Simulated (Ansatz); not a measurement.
Where the default PAW files enter, the runs use the earlier of Ansatz's two default sets.

```yaml
crystal:
  lattice:
    - [2.50330, 0.00000, 0.00000]
    - [-1.25165, 2.16792, 0.00000]
    - [0.00000, 0.00000, 4.16897]
  atoms:
    - { symbol: C, position: [0.33333, 0.66667, 0.06281] }
    - { symbol: C, position: [0.66667, 0.33333, 0.93719] }
    - { symbol: C, position: [0.66667, 0.33333, 0.56281] }
    - { symbol: C, position: [0.33333, 0.66667, 0.43719] }
```

Space group of this cell: P6_3/mmc. The cell is taken as given.

The current runs along the normal of the first two printed vectors, the (001) plane. All runs by Ansatz (a program for electronic structure), plane waves and PAW, without spin-orbit coupling; the base is r2SCAN.

| run | mean pressure (GPa) | gap (eV) | mid-gap κ (1/Å) |
|---|---|---|---|
| base | -0.1 | 3.59 | 0.258 |
| all lengths scaled by 0.98 | 30.4 | 3.38 | 0.257 |
| all lengths scaled by 1.02 | -24.0 | 3.76 | 0.257 |
| lda in place of r2scan | -10.8 | 3.11 | 0.259 |
| lengths across the current scaled by 0.98, ions clamped | 19.7 | [?] | [?] |
| lengths across the current scaled by 1.02, ions clamped | -16.3 | 3.71 | 0.291 |
| lengths along the current scaled by 0.97, ions clamped | 15.3 | 3.50 | 0.310 |
| lengths along the current scaled by 1.03, ions clamped | -12.3 | [?] | [?] |
| pbesol in place of r2scan | -2.5 | [?] | [?] |

Problem. Fill in the missing entries.

Solution. 
- lengths across the current scaled by 0.98, ions clamped, gap (eV): 3.43
- lengths across the current scaled by 0.98, ions clamped, mid-gap κ (1/Å): 0.229
- lengths along the current scaled by 1.03, ions clamped, gap (eV): 3.65
- lengths along the current scaled by 1.03, ions clamped, mid-gap κ (1/Å): 0.214
- pbesol in place of r2scan, gap (eV): 3.08
- pbesol in place of r2scan, mid-gap κ (1/Å): 0.255
